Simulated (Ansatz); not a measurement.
**Re: biaxial strain −0.50 %, plane normal [001], relaxed out of plane**

Start from Re in the hcp (Mg type) structure (space group P6_3/mmc, No. 194; a = 2.776 Å, c = 4.481 Å; relaxed with 0.1 eV smearing). Axes: x lies along a and z along c of the hexagonal cell.

Now apply this change: biaxial strain −0.50 %, plane normal [001], relaxed out of plane (Cartesian); in-plane vectors clamped, the third vector and the atoms free.

Computed with Ansatz (an electronic-structure program) PBE, no spin-orbit coupling. Γ-centred 24×24×13 mesh, Fermi–Dirac width 0.1 eV.

```json
[
 {"quantity": "volume per atom", "base": "14.96 Å³", "changed": "14.86 Å³", "shift": "-0.10 Å³"},
 {"quantity": "space group", "base": "P6_3/mmc (No. 194)", "changed": "P6_3/mmc (No. 194)", "shift": "–"},
 {"quantity": "shortest interatomic distance", "base": "2.755 Å", "changed": "2.756 Å", "shift": "+0.001 Å"},
 {"quantity": "pressure (mean of the normal stresses, compression positive)", "base": "0.0 GPa", "changed": "2.5 GPa", "shift": "+2.5 GPa"},
 {"quantity": "band gap", "base": "zero", "changed": "zero", "shift": "–"},
 {"quantity": "out-of-plane strain", "base": "–", "changed": "+0.33 %", "shift": "–"}
]
```

Final structure (turned so that z lies along the plane normal):

```yaml
crystal:
  lattice:
    - [2.76254, 0.00000, 0.00000]
    - [1.38127, 2.39243, 0.00000]
    - [0.00000, 0.00000, 4.49588]
  atoms:
    - { symbol: Re, position: [0.66667, 0.66667, 0.75000] }
    - { symbol: Re, position: [0.33333, 0.33333, 0.25000] }
```

Stability against distortions was not tested. All final runs are without spin polarisation.
